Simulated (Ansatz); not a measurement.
BAs: response to strain

Take BAs in the zinc blende structure (space group F-43m, No. 216; a = 4.7839 Å) as the base. Axes: x, y, z lie along the cube axes.

Strains are applied to the cell and any free atomic positions relax; under biaxial strain the out-of-plane vector relaxes too.

The values are results of r2SCAN (Ansatz, a first-principles code, PAW, no spin-orbit coupling), not measurements.

Notes on the quantities. in-plane stress: mean in-plane stress (compression positive).

| variant | hole mass | smallest direct gap | in-plane stress |
|---|---|---|---|
| base | – | 3.44 eV | – |
| biaxial strain +0.42 %, plane normal [111], relaxed out of plane | 0.10 mₑ out of plane, 0.52 mₑ in plane (at Γ) | 3.38 eV | -1.6 GPa |
| biaxial strain +0.83 %, plane normal [111], relaxed out of plane | 0.10 mₑ out of plane, 0.50 mₑ in plane (at Γ) | 3.32 eV | -3.0 GPa |
| biaxial strain +1.25 %, plane normal [111], relaxed out of plane | 0.11 mₑ out of plane, 0.48 mₑ in plane (at Γ) | 3.27 eV | -4.5 GPa |
| biaxial strain +1.67 %, plane normal [111], relaxed out of plane | 0.11 mₑ out of plane, 0.46 mₑ in plane (at Γ) | 3.22 eV | -5.9 GPa |
| biaxial strain +2.08 %, plane normal [111], relaxed out of plane | 0.11 mₑ out of plane, 0.45 mₑ in plane (at Γ) | 3.17 eV | -7.2 GPa |
| biaxial strain +2.50 %, plane normal [111], relaxed out of plane | 0.12 mₑ out of plane, 0.44 mₑ in plane (at Γ) | 3.12 eV | -8.4 GPa |

Effective masses come from finite differences of ±0.01 Å⁻¹. Whether these cells are dynamically stable was not tested.
